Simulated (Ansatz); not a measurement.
This Ansatz (a quantum-chemistry and plane-wave program) input is the reference run, GaN in the wurtzite structure (space group P6_3mc, No. 186), computed with r2SCAN/PAW in Ansatz, no spin-orbit coupling, earlier PAW set:

Ansatz 0.2 input:
```yaml
crystal:
  lattice:
    - [3.1832985096, 0, 0]
    - [-1.5916492548, 2.7568173771, 0]
    - [0, 0, 5.1838767492]
  atoms:
    - { symbol: Ga, position: [0.6666666667, 0.3333333333, 0.0009883376] }
    - { symbol: Ga, position: [0.3333333333, 0.6666666667, 0.5009883376] }
    - { symbol: N, position: [0.6666666667, 0.3333333333, 0.6242116624] }
    - { symbol: N, position: [0.3333333333, 0.6666666667, 0.1242116624] }
basis: { ecutwfc: 500, ecutrho_ratio: 4, xc_grid: 4, fft_grid_basis: typed }
kpoints: { mp_grid: { grid: [12, 12, 7] } }
hamiltonian:
  xc: r2scan
  dispersion: none
  pseudopotentials: { azcp: { folder: ./paw }, kind: paw }
scf: { occupations: { method: fermi_dirac, width: 0.05 }, convergence: { dr2_threshold: 0.0000000004 } }
output: { forces: true, stress: true }
checkpoint: { write: state.ck, write_every: 1000 }
```

Question: Write the input for this change: uniaxial stress, 2 GPa tension along x; all other stress components relax to zero.

Answer: 
Ansatz 0.2 input:
```yaml
crystal:
  lattice:
    - [3.1832985096, 0, 0]
    - [-1.5916492548, 2.7568173771, 0]
    - [0, 0, 5.1838767492]
  atoms:
    - { symbol: Ga, position: [0.6666666667, 0.3333333333, 0.0009883376] }
    - { symbol: Ga, position: [0.3333333333, 0.6666666667, 0.5009883376] }
    - { symbol: N, position: [0.6666666667, 0.3333333333, 0.6242116624] }
    - { symbol: N, position: [0.3333333333, 0.6666666667, 0.1242116624] }
basis: { ecutwfc: 500, ecutrho_ratio: 4, xc_grid: 4, fft_grid_basis: typed }
kpoints: { mp_grid: { grid: [12, 12, 7] } }
hamiltonian:
  xc: r2scan
  dispersion: none
  pseudopotentials: { azcp: { folder: ./paw }, kind: paw }
scf: { occupations: { method: fermi_dirac, width: 0.05 } }
relax: { f_tol: 0.005, max_steps: 50, cell: { stress_tol: 0.01, sigma_target: [-2, 0, 0, 0, 0, 0] } }
output: { forces: true, stress: true }
checkpoint: { write: state.ck, write_every: 1000 }
```
This is the input that was run.

Load acts through the strain it causes; cell and atoms are relaxed under it. sigma_target is in GPa, compression positive, in the order xx, yy, zz, yz, xz, xy. Stability under load was not tested beyond the relaxation.
